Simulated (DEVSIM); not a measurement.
Device: Schottky contact on n-type GaN, at 300 K.

Layer 1 from the left is GaN, thickness (μm) 1.80, Nd (cm⁻³) 4.4e16, τn (s) 7.7e-8, τp (s) 7.7e-8. Layer 2 from the left is GaN, thickness (μm) 24.0, Nd (cm⁻³) 1e18, τn (s) 7.7e-8, τp (s) 7.7e-8.

Left contact: Schottky, work function 5.4 eV, emission velocity 3.4e6 cm/s. Right contact: ohmic. Voltage is applied to the left contact. Recombination: SRH at mid-gap. Mobility is μmin + (μ − μmin)/(1 + (N/Nref)^α).

This is a model device: material constants are rounded textbook-type values typed into the input, and sizes, dopings and lifetimes were drawn at random. Values at 300 K.

GaN: gap (eV) 3.43, affinity (eV) 4.1, permittivity 9.5, Nc (cm⁻³) 2.3e18, Nv (cm⁻³) 4.6e19, μn (cm²/Vs) 1200, μp (cm²/Vs) 100, μn,min 55, μp,min 3, Nref,n 2e17, Nref,p 3e17, αn 1, αp 2.

DEVSIM, 1D drift-diffusion, Boltzmann statistics, complete ionisation; no tunnelling, impact ionisation, image-force lowering or self-heating. Metal contacts follow the ideal Schottky-Mott rule: no Fermi-level pinning, no interface dipoles.

Dark forward current:

```
|V| (V)  |J| (A/cm²)
-------  -----------
0.20       4.045e-13
0.25       2.797e-12
0.30       1.933e-11
0.35       1.336e-10
0.40       9.236e-10
0.45        6.382e-9
0.50        4.410e-8
0.55        3.047e-7
0.60        2.105e-6
0.65        1.453e-5
0.70       0.0001003
0.75       0.0006925
0.80        0.004777
0.85         0.03292
0.90          0.2266
0.95           1.551
1.00           10.32
1.05           59.76
1.10           230.3
1.15           546.8
1.20           956.0
1.25            1416
1.30            1905
1.35            2412
```

Task: Work out the local ideality factor n = ΔV / (kT/q · ln(J2/J1)) between the rows 0.20 and 0.25 V, 1.30 and 1.35 V.

Result: kT/q = 25.85 mV. From 0.20 to 0.25 V: ln(2.797e-12/4.045e-13) = 1.934, n = 1.00, near the 1 of diffusion or emission over a barrier. From 1.30 to 1.35 V: ln(2412/1905) = 0.236, n = 8.20; the layers' resistance at their doping, Σ W/(qμN) = 8.7e-5 Ω cm², would take 44 mV of this step of 50 mV.

Task: Estimate the current at 0.60 V for emission alone, J0 = q v N_band exp(−φB/kT), and read the barrier back from the simulated current.

Result: φB = 1.300 eV, N_band = 2.30e18 cm⁻³, J0 = 1.81e-16 A/cm²; J = J0 (exp(qV/kT) − 1) = 2.18e-6 A/cm². The simulation gives 2.11e-6 A/cm²; the estimate lies 3.3 % above. Read backwards, the simulated current gives an apparent barrier of 1.301 eV. The estimate leaves out transport through the depletion region and minority injection.
